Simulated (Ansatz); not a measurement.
The starting structures come from a database of crystals and need not be the phases stable at ambient conditions.

Given:

```
TiO2
1.0
    3.76694     0.00000     0.00000
    1.88347     6.15358     0.00000
    0.00000     1.92833     6.13910
Ti O
4 8
Direct
  0.80471   0.39058   0.71624
  0.19529   0.60942   0.28376
  0.09993   0.80014   0.71040
  0.90007   0.19986   0.28960
  0.05835   0.88330   0.36998
  0.94165   0.11670   0.63002
  0.63807   0.72386   0.70660
  0.36193   0.27614   0.29340
  0.13281   0.73438   0.00471
  0.86719   0.26562   0.99529
  0.73651   0.52698   0.34750
  0.26349   0.47302   0.65250
```

Space group of this cell: C2/m. The cell is strained (lengths along the current scaled by 0.97, ions clamped); by r2SCAN its mean pressure is 1.3 GPa.

Transport runs along the normal of the first two printed cell vectors.

The gap is the functional's own, uncorrected, and κ follows it; spin-orbit coupling is left out. Mid-gap values are interpolated between the computed energies.

Compute, with r2SCAN in Ansatz (a quantum-chemistry and plane-wave program), the band gap and the smallest decay constant κ at mid-gap.

Gap 3.24 eV on a 8×8×6 mesh; κ = 0.386 1/Å, at the zone centre.
